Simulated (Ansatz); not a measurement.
Be5Au (F-43m, No. 216) was calculated with PBEsol-D3(BJ) (Ansatz, an electronic-structure program, PAW).

Settings: plane-wave cutoff 520 eV, 16×16×16 k mesh, Fermi–Dirac smearing 0.05 eV, scalar-relativistic PAW data made under PBE.

A third-order Birch–Murnaghan fit to the energies gives V0 = 8.965 Å³/atom, B0 = 157 GPa, B′ = 3.9.

```tsv
V (Å³/atom)	P (GPa)
8.606	6.96
8.786	3.31
8.965	0.00
9.144	…
9.323	…
```

**Question.** Estimate the withheld pressures from this fit; the answers are the runs' own values.

**Answer.** 
- 9.144, P (GPa): -3.00
- 9.323, P (GPa): -5.72

The formula P = (3/2) B0 (x^(7/3) − x^(5/3)) [1 + (3/4)(B′ − 4)(x^(2/3) − 1)] with x = V0/V meets the computed pressures within 0.03 GPa when these rounded values are put in.

Note: the volume lies 5 % below that of the published cell.

Spin–orbit coupling is not included; it can shift volumes and moduli of such heavy elements.

Computed values are for the static lattice.
